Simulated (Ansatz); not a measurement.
An Ansatz (a first-principles code) run: Cu with a change (uniaxial strain ε_zz = −0.50 %); Ansatz, PBEsol, PAW, cutoff 420 eV, no SOC.

Input:

Ansatz 0.2 input:
```yaml
crystal:
  lattice:
    - [0, 1.7818878279, 1.7729783888]
    - [1.7818878279, 0, 1.7729783888]
    - [1.7818878279, 1.7818878279, 0]
  atoms:
    - { symbol: Cu, position: [0, 0, 0] }
basis: { ecutwfc: 420, ecutrho_ratio: 4, xc_grid: 2, fft_grid_basis: typed }
kpoints: { mp_grid: { grid: [32, 32, 32] } }
hamiltonian:
  xc: pbesol
  dispersion: none
  pseudopotentials: { kind: paw }
scf: { occupations: { method: fermi_dirac, width: 0.1 }, convergence: { dr2_threshold: 0.0000000001 } }
relax: { f_tol: 0.005, max_steps: 50 }
output: { forces: true, stress: true }
checkpoint: { write: state.ck, write_every: 1000 }
```

Output:

```
Relaxation: its limit of steps is 50 (relax.max_steps)
WARN ansatz: RAYON_NUM_THREADS=1 ignored (pool sized by the plan → 1); use --threads N
Pseudopotentials: kind: paw
Pseudopotential: Cu, paw, valence charge 19
Functional definition: PBEsol
Crystal: 1 atoms, lattice volume = 11.259 Å³
Basis set: ecut = 420 eV, 229 PW (Γ), exchange–correlation on 36×36×36 points (8 copies of the dense FFT grid, shifted against one another)
Bands: 14, of which v1, the nominal top of the filled ones, is band 10 counted from 1 (9 counted from 0)
Symmetry: 16 space group operations
Space group: I4/mmm (ITA 139), of the structure as read, at distance tolerance 2.2e-5 Å
k-points: 2393 of 32768
PAW frozen core: Cu, regenerated for the run's functional, and the local potential with it
Initial density: superposition of atomic densities (neutral atoms: chi_scale 0, normalization atom), corrected by the library's trained network
Initial wavefunctions: pseudopotential atomic-orbital guess
Eigensolver: davidson
Functional: x = pbesol(κ = 0.804, μ = 0.12345679012345678), c = pbesol(β = 0.046)
SCF iter   1: F=—  HF=-6588.783749 eV  |F-HF|=—  |Δ(HF+E_count)|=         —  Δρ=2.08e-2  dr2=2.51e-2  ethr=1.77e-3  ⟨swp⟩=5.4  Hψ=167843  notcnv=0
all-band conjugate gradients solve this SCF's bands
preconditioner: auto → none
SCF iter   2: F=—  HF=-6588.777795 eV  |F-HF|=—  |Δ(HF+E_count)|=   5.95e-3  Δρ=9.56e-4  dr2=4.34e-5  ethr=1.32e-4  ⟨swp⟩=2.8  Hψ=72423  notcnv=0  defer=347
SCF iter   3: F=—  HF=-6588.777776 eV  |F-HF|=—  |Δ(HF+E_count)|=   1.89e-5  Δρ=9.61e-4  dr2=4.07e-5  ethr=2.28e-7  ⟨swp⟩=2.0  Hψ=56077  notcnv=0  defer=347
SCF iter   4: F=—  HF=-6588.777800 eV  |F-HF|=—  |Δ(HF+E_count)|=   2.36e-5  Δρ=7.45e-5  dr2=2.35e-7  ethr=2.14e-7  ⟨swp⟩=1.0  Hψ=33153  notcnv=0  defer=347
SCF iter   5: F=—  HF=-6588.777801 eV  |F-HF|=—  |Δ(HF+E_count)|=   9.98e-7  Δρ=3.12e-6  dr2=4.80e-10  ethr=1.24e-9  ⟨swp⟩=2.1  Hψ=45695  notcnv=0  defer=347
SCF iter   6: F=-6588.777801 eV  HF=-6588.777801 eV  |F-HF|=9.09e-13  |Δ(HF+E_count)|=  3.33e-10  Δρ=1.18e-7  dr2=4.54e-13  ethr=1.00e-12  ⟨swp⟩=4.1  Hψ=111685  notcnv=0
SCF 1 converged in 6 iterations: F = -6588.777801 eV  dr2 = 4.54e-13
relax step   1: F+E_penalty+E_count = -6588.77780101 eV  Δ(F+E_penalty+E_count) = +0.000e0 eV  max|allowed force component| = 0.000e0 eV/Å  Δτ_max = 0.0000 Å  (6 SCF iters, accepted)
SCF converged after 6 iterations
Free energy (F): -6588.777801 eV
Harris-Foulkes:  -6588.777801 eV  (|F-HF|=9.09e-13)
Internal energy: -6588.768198 eV  (E = F + TS)
E sigma→0 (E₀):  -6588.772999 eV
Entropy (-TS):   -0.009603 eV (-9.603 meV/atom)
Fermi energy:    17.661120 eV
--- Per-component energies (eV) ---
  E_band       = -343.778113
  E_kinetic    = 300.709384
  E_local      = -3960.886339  (includes V_loc(G=0)·N_el)
  E_nonlocal   = 390.966882
  E_hartree    = 1744.816176
  E_xc         = -89.456867
  E_vxc        = -115.963311  (∫ρ·V_xc dr)
  E_paw        = -1625.697734  (= ΣΔE_a)
  E_vpaw       = -448.237299  (= ΣTr[D̂ρ^β])
  E_aug_tail   = 0.000209  (compensation charges beyond the density's cutoff)
  E_ewald      = -3349.426111
  E_core_change = 0.206202  (= ΣΔE_core)
  E_smearing   = -0.009603  (= −TS)
  E_closure    = -0.000000  (closes the sum)
  Σ components = -6588.777801   (vs F -6588.777801, Δ=0.00e0)
  [band-id]    e_kinetic+e_local+e_nonlocal+2·e_hartree+e_vxc+e_vpaw+e_augmentation_tail = -343.778122   (vs E_band -343.778113, Δ=-8.17e-6)
--- Forces (eV/Å), atoms counted from 1 ---
  atom   1  Cu    -0.00000000    -0.00000000     0.00000000
  max |Σ_I F_I| component: 4.31e-32 eV/Å
--- Stress (GPa, compression-positive) ---
        0.740706      -0.000000       0.000000
       -0.000000       0.740706       0.000000
        0.000000       0.000000       1.053882
  P = ⅓ Tr σ = 0.8451 GPa (8.451 kbar)
  The stress holds the Pulay correction. Without it, at fixed plane waves, as pw.x and ABINIT print it: P = 0.7221 GPa
  The stress includes an estimate of the error left by incomplete SCF convergence (largest component 0.0000 GPa).
--- Band table ---
  band table: none
--- Relaxed structure (1 steps of the walk, 1 accepted, 0 SCFs on fresh bases) ---
  F+E_penalty+E_count = -6588.77780101 eV   max|allowed force component| = 0.000e0 eV/Å
  atoms:
    - { symbol: Cu, position: [0.0, 0.0, 0.0] }
```

Whether these cells are dynamically stable was not tested. The final runs are not spin-polarised. The cell was made from Cu in the fcc (Cu type) structure (space group Fm-3m, No. 225) by this change: uniaxial strain ε_zz = −0.50 %.
